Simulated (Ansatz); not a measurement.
NaH (model structure, started from the CsCl type, Pm-3m, No. 221, 2 atoms in the cell) was calculated with PBEsol (Ansatz, a first-principles code, plane waves, PAW).

Run with plane-wave cutoff 520 eV, 12×12×12 k mesh, Fermi–Dirac smearing 0.01 eV, scalar-relativistic PAW data made under PBE.

Cell (relaxed with PBEsol):

```cif
data_HNa
_chemical_formula_sum 'Na1 H1'
_space_group_name_H-M_alt 'Pm-3m'
_space_group_IT_number 221
_space_group_name_Hall '-P 4 2 3'
_cell_length_a 2.93746
_cell_length_b 2.93746
_cell_length_c 2.93746
_cell_angle_alpha 90.000
_cell_angle_beta 90.000
_cell_angle_gamma 90.000
loop_
_atom_site_label
_atom_site_type_symbol
_atom_site_symmetry_multiplicity
_atom_site_Wyckoff_symbol
_atom_site_fract_x
_atom_site_fract_y
_atom_site_fract_z
_atom_site_occupancy
Na1 Na 1 a 0.00000 0.00000 0.00000 1
H1 H 1 b 0.50000 0.50000 0.50000 1
```

Task: Predict the band gap, smallest direct gap on the k points sampled and direct gap at Γ.

Result: 
* **band gap**: 0.80 eV (indirect)
* **smallest direct gap on the k points sampled**: 4.36 eV
* **direct gap at Γ**: 14.94 eV

Note: the relaxation could raise the start's symmetry but not lower it, so the cell can be a saddle point.

Static lattice: no zero-point or thermal effects.

The result took around 4 core-seconds (rough).

A model structure was made by putting elements into a prototype or built by hand; it is no filed structure, need not be a known phase, and can be a saddle point held by its symmetry.
